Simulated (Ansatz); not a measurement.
Ansatz (a quantum-chemistry and plane-wave program) run on Fe3Se (Pm-3m, 4 atoms in the cell): self-consistent single point.

Computed with PBEsol, default PAW files made with PBE (plane waves; Ansatz).

The change in words: opposed starting moments (4 -4 -4 0 μB). Reference geometry:
```yaml
crystal:
  lattice:
    - [3.51782, 0.00000, 0.00000]
    - [0.00000, 3.51782, 0.00000]
    - [0.00000, 0.00000, 3.51782]
  atoms:
    - { symbol: Fe, position: [0.00000, 0.50000, 0.50000], spin: 4.0 }
    - { symbol: Fe, position: [0.50000, 0.00000, 0.50000], spin: 4.0 }
    - { symbol: Fe, position: [0.50000, 0.50000, 0.00000], spin: 4.0 }
    - { symbol: Se, position: [0.00000, 0.00000, 0.00000] }
```
(The spins are starting values, not results.)

Reference input (self-consistent single point, DFT, PBEsol, plane waves, default PAW files made with PBE): basis.ecutwfc = 420 eV; kpoints.mp_grid.grid = 9 9 9; hamiltonian.xc = pbesol; hamiltonian.pseudopotentials = {kind: paw} (the program's default PAW files); magnetization.spin_polarized = true; scf.occupations.method = cold; scf.occupations.width = 0.1 eV. This run's input differs from it in these lines:

```diff
@@ -8,4 +8,4 @@
     - { symbol: Fe, position: [0.000000, 0.500000, 0.500000], spin: 4.0 }
-    - { symbol: Fe, position: [0.500000, 0.000000, 0.500000], spin: 4.0 }
-    - { symbol: Fe, position: [0.500000, 0.500000, 0.000000], spin: 4.0 }
+    - { symbol: Fe, position: [0.500000, 0.000000, 0.500000], spin: -4.0 }
+    - { symbol: Fe, position: [0.500000, 0.500000, 0.000000], spin: -4.0 }
     - { symbol: Se, position: [0.000000, 0.000000, 0.000000] }
```

Output (repeated stretches shortened):

```
SCF iter   1: F=—  HF=-18768.355467 eV  |F-HF|=—  |Δ(HF+E_count)|=         —  Δρ=2.12e-1 (↑2.12e-1 ↓2.10e-1)  dr2=6.26e0  dr2_m=1.71e1  M=-2.111 μB ∫|m|=5.336 μB  β_m=0.30  ethr=3.10e-3  ⟨swp⟩=5.0  Hψ=23160  notcnv=0  defer=80
Mixer restart at iter 1: flushing history
all-band conjugate gradients solve this SCF's bands
preconditioner: auto → Kerker (q_TF=auto, 2.909 Å⁻¹)
   [... lines left out ...]
SCF iter  20: F=—  HF=-18769.603224 eV  |F-HF|=—  |Δ(HF+E_count)|=   9.07e-8  S|Δr|=    0.00e0  Δρ=2.68e-5 (↑2.68e-5 ↓9.43e-6)  dr2=5.54e-7  dr2_m=3.70e-8  M=-2.143 μB ∫|m|=2.286 μB  β_m=0.84  ethr=8.03e-10  ⟨swp⟩=1.5  Hψ=6124  notcnv=0  defer=974
SCF iter  21: F=-18769.603224 eV  HF=-18769.603224 eV  |F-HF|=8.73e-8  |Δ(HF+E_count)|=  2.98e-10  S|Δr|=    0.00e0  Δρ=8.51e-6 (↑5.97e-6 ↓8.51e-6)  dr2=9.25e-8  dr2_m=1.09e-9  M=-2.143 μB ∫|m|=2.286 μB  ethr=1.56e-10  ⟨swp⟩=8.8  Hψ=31699  notcnv=0
SCF 1 converged in 21 iterations: F = -18769.603224 eV  dr2 = 9.25e-8
Crystal: 4 atoms, lattice volume = 43.533 Å³
Initial density: read from a saved state, or passed on in memory by an earlier SCF of this step, an earlier step, the calling program or the single point that …
Starting moments: Σ|m| = 12 μB on 3 of 4 sites; this step starts from the density that it was given
iter 1 solved again at ethr=1.77e-6 eV; its pass at ethr=3.10e-3 eV (dr2=1.14e-3 eV) is discarded
SCF iter   1: F=—  HF=-18769.701599 eV  |F-HF|=—  |Δ(HF+E_count)|=         —  Δρ=1.37e-3 (↑1.37e-3 ↓8.95e-4)  dr2=6.69e-4  dr2_m=2.74e-4  M=-2.156 μB ∫|m|=2.287 μB  β_m=0.30  ethr=1.77e-6  ⟨swp⟩=2.3  Hψ=39074  notcnv=0
   [... lines left out ...]
preconditioner: auto → Kerker (q_TF=auto, 2.909 Å⁻¹)
spin=Collinear: Kerker preconditioning applied to the charge; magnetization (m = ρ↑ − ρ↓) channel mixes plain (no charge-response kernel on spin).
Crystal: 4 atoms, lattice volume = 43.533 Å³
preconditioner: auto → Kerker (q_TF=auto, 2.909 Å⁻¹)
spin=Collinear: Kerker preconditioning applied to the charge; magnetization (m = ρ↑ − ρ↓) channel mixes plain (no charge-response kernel on spin).
WARN: the starting moments were not kept: 1 of 3 ended reversed and 2 kept their direction, counting a site from 0.1 of the cell's largest site moment …
Absolute magnetization: 2.2856 μB (∫|ρ↑−ρ↓|, with the PAW one-centre terms)
Free energy (F): -18769.603224 eV
Fermi energy:    21.297842 eV
   [... lines left out ...]
  atom   1  Fe     0.00000000     0.00000000     0.00000000
   [... zero for the other atoms too ...]
--- Stress (GPa, compression-positive) ---
        1.573873       0.000000       0.000000
        0.000000       1.577206       0.000000
        0.000000       0.000000       1.577206
  P = ⅓ Tr σ = 1.5761 GPa (15.761 kbar)
  The stress holds the Pulay correction. Without it, at fixed plane waves, as pw.x and ABINIT print it: P = 1.4821 GPa
```

The run converged, with 30 iterations in all over 2 SCF loops. Against the reference run the free energy falls by 33.8 meV/atom, the pressure goes from 26.72 to 1.58 GPa and the size of the net moment goes from 1.82 to 0.54 μB/atom.

The starting cell comes from a database of computed structures (which also holds hypothetical and non-ambient phases and stackings), without a prior relaxation at this level. Its lattice was rescaled by a random factor within 2.5 % of one. The moments shrank to a small part of their start, a low-spin state that need not be the lowest. The program warned that a starting moment was not kept. Ansatz's pressure includes its estimate of the finite-basis (Pulay) stress.

Cost on one core of a shared machine: roughly 2 min.

Keys are those of Ansatz 0.2.
